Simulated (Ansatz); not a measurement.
The parent structure is GaSb in the zinc blende structure (space group F-43m, No. 216; a = 6.132 Å). Axes: x, y, z lie along the cube axes.

The values are results of r2SCAN (Ansatz, an electronic-structure program), no spin-orbit coupling, not measurements.

Base values:

```
Property                            Result
---------------------  -------------------
Valence-band top at Γ  0.00, 0.00, 0.00 eV
Pressure                          0.01 GPa
Band gap                           0.41 eV
```

Perturbation: uniaxial strain ε_zz = +3.00 %, all other strain components held at zero; the atoms relax in the strained cell.

Problem. Estimate the effect on the valence-band top at Γ.

Solution. The valence-band top at Γ (three highest levels, from the VBM) becomes 0.00, 0.00, -0.18 eV (base: 0.00, 0.00, 0.00 eV).

Problem. What does the calculation give for the pressure after the change?

Solution. The pressure (mean of the normal stresses, compression positive) shrinks by 1.47 GPa (0.01 GPa → -1.46 GPa).

Problem. What happens to the band gap?

Solution. The band gap shrinks by 0.29 eV, from 0.41 eV to 0.12 eV.

With Sb present, leaving out spin-orbit coupling can change the band edges. Whether these cells are dynamically stable was not tested. A zero or small gap of GaSb under uniaxial strain ε_zz = +3.00 % can be the functional's error rather than a property of the material.
